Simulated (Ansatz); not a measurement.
An Ansatz (an electronic-structure program) run: Y2BiO2; PBEsol in Ansatz (plane waves to 420 eV, PAW, spin-orbit coupling left out).

Input:

Ansatz 0.2 input:
```yaml
crystal:
  lattice:
    - [-1.9179020746, 1.9179020746, 6.6759221921]
    - [1.9179020746, -1.9179020746, 6.6759221921]
    - [1.9179020746, 1.9179020746, -6.6759221921]
  atoms:
    - { symbol: Y, position: [0.6679708434, 0.6679708434, 0] }
    - { symbol: Y, position: [0.3320291566, 0.3320291566, 0] }
    - { symbol: Bi, position: [0, 0, 0] }
    - { symbol: O, position: [0.75, 0.25, 0.5] }
    - { symbol: O, position: [0.25, 0.75, 0.5] }
basis: { ecutwfc: 420, ecutrho_ratio: 4, xc_grid: 2, fft_grid_basis: typed }
kpoints: { mp_grid: { grid: [17, 17, 17] } }
hamiltonian:
  xc: pbesol
  dispersion: none
  pseudopotentials: { kind: paw }
scf: { occupations: { method: fermi_dirac, width: 0.05 }, convergence: { dr2_threshold: 0.0000000005 } }
output: { forces: true, stress: true }
```

Output (explanatory and most iteration lines left out):

```
Pseudopotential: Y, paw, valence charge 11
Pseudopotential: Bi, paw, valence charge 15
Pseudopotential: O, paw, valence charge 6
Crystal: 5 atoms, lattice volume = 98.225 Å³
Basis set: ecut = 420 eV, 1915 PW (Γ), exchange–correlation on 100×100×100 points (8 copies of the dense FFT grid, shifted against one another)
Bands: 30, of which v1, the nominal top of the filled ones, is band 25 counted from 1 (24 counted from 0)
Symmetry: 16 space group operations
Space group: I4/mmm (ITA 139), of the structure as read, at distance tolerance 4.6e-5 Å
k-points: 405 of 4913
Functional: x = pbesol(κ = 0.804, μ = 0.12345679012345678), c = pbesol(β = 0.046)
SCF iter   1: F=—  HF=-20962.633211 eV  |F-HF|=—  |Δ(HF+E_count)|=         —  Δρ=1.23e-2  dr2=1.56e-1  ethr=1.77e-3  ⟨swp⟩=6.2  Hψ=51498  notcnv=0
SCF iter   2: F=—  HF=-20962.601997 eV  |F-HF|=—  |Δ(HF+E_count)|=   3.12e-2  Δρ=2.64e-3  dr2=1.19e-2  ethr=3.18e-4  ⟨swp⟩=2.0  Hψ=21625  notcnv=0  defer=335
SCF 1 converged in 10 iterations: F = -20962.597689 eV  dr2 = 1.30e-10
SCF converged after 10 iterations
Free energy (F): -20962.597689 eV
Internal energy: -20962.593862 eV  (E = F + TS)
E sigma→0 (E₀):  -20962.595775 eV
Entropy (-TS):   -0.003827 eV (-0.765 meV/atom)
Fermi energy:    11.159281 eV
--- Forces (eV/Å), atoms counted from 1 ---
  atom   1  Y      0.00000000     0.00000000    -0.00044971
  atom   2  Y      0.00000000    -0.00000000     0.00044971
  atom   3  Bi     0.00000000     0.00000000    -0.00000000
  atom   4  O     -0.00000000    -0.00000000     0.00000000
  atom   5  O      0.00000000    -0.00000000     0.00000000
--- Stress (GPa, compression-positive) ---
       -0.001318       0.000000      -0.000000
        0.000000      -0.001318       0.000000
       -0.000000       0.000000      -0.002005
  P = ⅓ Tr σ = -0.0015 GPa (-0.015 kbar)
```

No phonon test of stability was made. All final runs are without spin polarisation. An odd electron count without spin: Y2BiO2. The cell is Y2BiO2 (space group I4/mmm, No. 139; a cell from a computed database, its experimental status unchecked).
